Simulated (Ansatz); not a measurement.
Consider Ge$_{2}$Sb$_{2}$Te$_{5}$ (space group P-3m1, No. 164; a = 4.266 Å, c = 17.619 Å).

Level of theory: Kohn–Sham DFT with the r2SCAN functional, run in Ansatz (an electronic-structure program) with PAW and 500 eV plane waves, no spin-orbit coupling.

Base values:

| Property | Result |
|---|---|
| Lattice parameter a | 4.266 Å |

The change: cell and atoms relaxed at a pressure of 22.5 GPa.

Task: How does this affect the lattice parameter a?

Result: The lattice parameter a falls by 0.421 Å to 3.845 Å.

A case with no gap was solved on a k-mesh chosen for an insulator, which is coarse for it. Load acts through the strain it causes; cell and atoms are relaxed under it. No phonon test of stability was made. No other phases were tried under pressure. All final runs are without spin polarisation.
